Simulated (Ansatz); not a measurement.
CeCl3 (P6₃/m, No. 176; cell taken from a computed entry) was calculated with r²SCAN-D4 (PAW; Ansatz, an electronic-structure program).

Settings: plane-wave cutoff 500 eV, 6×6×10 k mesh (along the axes of the cell as run), Fermi–Dirac smearing 0.05 eV, spin-polarised start, scalar-relativistic PAW data made under PBE.

Computed at the level's own relaxed cell.

Give the computed equilibrium volume per atom, lattice parameter a and lattice parameter c.


- equilibrium volume per atom = 25.89 Å³/atom
- lattice parameter a = 7.455 Å
- lattice parameter c = 4.304 Å

Note: the magnetic order was assumed, not searched for or taken from measurement; the relaxation could not lower the start's symmetry, so the cell can be a saddle point above a distorted one; the 4f shell is treated without U or exact exchange, so its levels and filling can be wrong.

Spin–orbit coupling is not included.

Static lattice: no zero-point or thermal effects.

Computing time: roughly 9 core-minutes.
